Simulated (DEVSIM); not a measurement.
System: Pt/SiO2/p-Si capacitor, at 300 K.

Layer 1 from the left is SiO2, thickness (nm) 2.60. Layer 2 from the left is Si, thickness (nm) 5000, Na (cm⁻³) 1.3e16.

Metal gate on the left, work function 5.6 eV. Fixed charge at the semiconductor interface 8.2e11 cm⁻² (in units of +e); interface traps 2.6e12 cm⁻² eV⁻¹, uniform in energy, neutral level at 0.7 of the gap above the valence band.

This is a model device: material constants are rounded textbook-type values typed into the input, and sizes, dopings and lifetimes were drawn at random. Values at 300 K.

SiO2: gap (eV) 9, affinity (eV) 0.9, permittivity 3.9. Si: gap (eV) 1.124, affinity (eV) 4.05, permittivity 11.7, Nc (cm⁻³) 2.86e19, Nv (cm⁻³) 3.1e19.

Simulated with DEVSIM: 1D Poisson equation in equilibrium, Boltzmann statistics, complete ionisation; no quantum confinement or tunnelling. Metal contacts follow the ideal Schottky-Mott rule: no Fermi-level pinning, no interface dipoles.

Question: What does the simulation give for the flat-band voltage, the minimum of the low-frequency capacitance?

Answer: flat-band voltage 0.34 V; minimum of the low-frequency capacitance 0.342 μF/cm².
